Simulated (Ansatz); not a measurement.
AlN (model structure, started from the BN type, Pm-3n, No. 223, 12 atoms in the cell)

Calculation: PBEsol in Ansatz (plane waves, PAW).

Run with plane-wave cutoff 520 eV, 8×8×8 k mesh, Fermi–Dirac smearing 0.01 eV, scalar-relativistic PAW data made under PBE.

Cell (relaxed at this level):

```xyz
12
Lattice="5.3438 0.0000 0.0000 0.0000 5.3438 0.0000 0.0000 0.0000 5.3438" Properties=species:S:1:pos:R:3 pbc="T T T"
Al     1.3360     0.0000     2.6719
Al     2.6719     1.3360     0.0000
Al     2.6719     4.0079     0.0000
Al     4.0079     0.0000     2.6719
Al     0.0000     2.6719     4.0079
Al     0.0000     2.6719     1.3360
N      1.3360     2.6719     0.0000
N      0.0000     1.3360     2.6719
N      0.0000     4.0079     2.6719
N      4.0079     2.6719     0.0000
N      2.6719     0.0000     4.0079
N      2.6719     0.0000     1.3360
```

```
Item                Result
--------  ----------------
band gap  2.54 eV (direct)
```

Note: the relaxation could raise the start's symmetry but not lower it, so the cell can be a saddle point.

The computed numbers hold no vibrational or temperature effects.

It cost very roughly 30 core-seconds of CPU time.

A model structure was made by putting elements into a prototype or built by hand; it is no filed structure, need not be a known phase, and can be a saddle point held by its symmetry.

Ansatz is an electronic-structure program.
